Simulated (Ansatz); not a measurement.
**TaN, element substitutions**

The parent structure is TaN in the rock salt structure (space group Fm-3m, No. 225; a = 4.376 Å).

Each row replaces one element on all its sites; cell and atoms are relaxed.

Levels (all Ansatz, an electronic-structure program, PAW): PBEsol (420 eV, spin-orbit coupling left out); r2SCAN (500 eV, no SOC).

Pressures by level, all at the geometries relaxed with PBEsol:

```tsv
case	PBEsol	r2SCAN
base	0.0 GPa	5.1 GPa
N → Br	0.0 GPa	2.2 GPa
Ta → Hf	0.0 GPa	4.6 GPa
Ta → Be	0.0 GPa	2.1 GPa
```

Single points use the geometry relaxed with PBEsol. Their cutoffs differ, which shifts pressures a little. Whether these cells are dynamically stable was not tested. As relaxed here, TaBr and BeN are hypothetical phases, not in the database extracts checked. No Hubbard U is applied, and correlation can decide whether such a compound is a metal. All final runs are without spin polarisation. An odd electron count without spin: HfN and BeN. TaBr has a high density of states at the Fermi level and may be magnetic at this level. This is not the structure that TaN has at room temperature and ambient pressure.
